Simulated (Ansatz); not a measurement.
We consider 1T (CdI2-type) MnI2, described by r²SCAN+rVV10 (PAW; Ansatz, a program for electronic structure).

Settings: plane-wave cutoff 560 eV, 12×12×6 k mesh (along the axes of the cell as run), Fermi–Dirac smearing 0.01 eV, spin-polarised with parallel moments, scalar-relativistic PAW data made under PBE.

Response to compression and expansion:

Shape and atoms are relaxed at each volume.

```csv
V (Å³/atom),P (GPa),direct gap at Γ (eV),smallest gap on the k mesh (eV),c (Å)
32.127,0.89,2.494,1.880,6.673
32.796,0.41,2.509,1.937,6.754
33.466,0.00,2.525,1.992,6.831
34.135,-0.33,2.537,2.039,6.915
34.804,-0.56,2.542,2.074,7.015
```

The fundamental gap (1.99 eV at the equilibrium volume, with added k points) lies elsewhere than Γ–Γ.

Note: the magnetic order was assumed, not searched for or taken from measurement; the bulk modulus comes from volumes at which shape and atoms were relaxed.

Spin–orbit coupling is not included; with these elements it can move the gap by several tenths of an eV or more.
